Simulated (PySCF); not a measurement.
PySCF 2.14.0, R2SCAN/def2-svp, df: [SiH3]/C=C/[SiH3], 12 atoms. The geometry is a generated start, not checked to be a minimum at this level.

```json
{
  "task": "energy",
  "method": "r2scan",
  "basis": "def2-svp",
  "two_electron_scheme": "density fitting",
  "mol.max_memory": "3000 MB",
  "mf.max_cycle": "100",
  "mf.conv_tol": "1e-09 (default)",
  "mf.grids.level": "3 (default)",
  "basis_functions": "104",
  "grid_points": "145064"
}
```

```xyz
12

Si     2.3143     0.3021    -0.0249
C      0.4578     0.3791    -0.3179
C     -0.4548    -0.3666     0.3036
Si    -2.3161    -0.3046     0.0248
H      2.6120    -0.7415     0.9609
H      2.9872    -0.0062    -1.2903
H      2.7816     1.6015     0.4688
H      0.1052     1.0978    -1.0494
H     -0.1049    -1.0741     1.0484
H     -2.9821     0.0204     1.2889
H     -2.7699    -1.6203    -0.4332
H     -2.6303     0.7124    -0.9798
```

With the defaults (mf.DIIS = CDIIS, mf.diis = true, mf.damp = 0, mf.diis_start_cycle = 1, mf.diis_damp = 0, mf.level_shift = 0, mf.diis_space = 8, mf.init_guess = minao, newton = off) it converges in 11 Fock builds. One run each on 2 threads, 1 BLAS thread, with these changes:
- mf.diis_space = 12
- mf.diis_space = 5
- mf.diis_damp = 0.3
- mf.diis = false
- mf.DIIS = EDIIS
- mf.level_shift = 0.1 Hartree
- mf.init_guess = atom
- newton = Hessian by the SCF's own integrals
- mf.diis = false, mf.damp = 0.7, mf.diis_start_cycle = 999

Task: Which of these changes keep the SCF from converging, or lead it to another solution?

Result: No convergence: mf.DIIS = EDIIS; mf.diis = false (the run ends without SCF convergence in 100 cycles). The rest reach the solution of the defaults.

```json
[
 {"setting": "the defaults", "Fock builds": "11", "end": "same solution"},
 {"setting": "mf.diis_damp = 0.3", "Fock builds": "11", "end": "same solution"},
 {"setting": "mf.level_shift = 0.1 Hartree", "Fock builds": "11", "end": "same solution"},
 {"setting": "mf.diis_space = 5", "Fock builds": "11", "end": "same solution"},
 {"setting": "mf.diis_space = 12", "Fock builds": "11", "end": "same solution"},
 {"setting": "mf.init_guess = atom", "Fock builds": "12", "end": "same solution"},
 {"setting": "newton = Hessian by the SCF's own integrals", "Fock builds": "22", "end": "same solution"},
 {"setting": "mf.diis = false, mf.damp = 0.7, mf.diis_start_cycle = 999", "Fock builds": "26", "end": "same solution"},
 {"setting": "mf.DIIS = EDIIS", "Fock builds": "101", "end": "no convergence"},
 {"setting": "mf.diis = false", "Fock builds": "101", "end": "no convergence"}
]
```

Under newton the count holds the products with the orbital Hessian.
